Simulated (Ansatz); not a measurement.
# LaZrNO2 (model structure, started from the LaTiNO2 type, I2₁2₁2₁, No. 24, 10 atoms in the cell)

The numbers are results of r²SCAN in Ansatz (plane waves, PAW), not measurements.

Settings: plane-wave cutoff 560 eV, 8×8×8 k mesh, Fermi–Dirac smearing 0.01 eV, scalar-relativistic PAW data made under PBE.

Cell (relaxed with PBEsol):

```cif
data_La4N4O8Zr4
_chemical_formula_sum 'La4 Zr4 N4 O8'
_space_group_name_H-M_alt 'I212121'
_space_group_IT_number 24
_space_group_name_Hall 'I 2b 2c'
_cell_length_a 5.84830
_cell_length_b 5.85248
_cell_length_c 8.11529
_cell_angle_alpha 90.000
_cell_angle_beta 90.000
_cell_angle_gamma 90.000
loop_
_atom_site_label
_atom_site_type_symbol
_atom_site_symmetry_multiplicity
_atom_site_Wyckoff_symbol
_atom_site_fract_x
_atom_site_fract_y
_atom_site_fract_z
_atom_site_occupancy
La1 La 4 b 0.25000 0.52217 0.00000 1
Zr1 Zr 4 a 0.26501 0.00000 0.25000 1
N1 N 4 c 0.00000 0.25000 0.68458 1
O1 O 4 b 0.25000 0.11095 0.00000 1
O2 O 4 c 0.00000 0.25000 0.31124 1
```
(The calculation used a cell of 10 atoms; values per cell refer to that cell.)

```
Property                                      Result
-------------------------------------------  -------
band gap                                     2.69 eV
smallest direct gap on the k points sampled  2.88 eV
Γ–Γ gap                                      3.11 eV
```

Note: the relaxation could raise the start's symmetry but not lower it, so the cell can be a saddle point; cell and atoms aren't relaxed at this level (largest force component 0.13 eV/Å, pressure 3.8 GPa).

Spin–orbit coupling is not included.

Static lattice: no zero-point or thermal effects.

A model structure was made by putting elements into a prototype or built by hand; it is no filed structure, need not be a known phase, and can be a saddle point held by its symmetry.

Ansatz is a program for electronic structure.
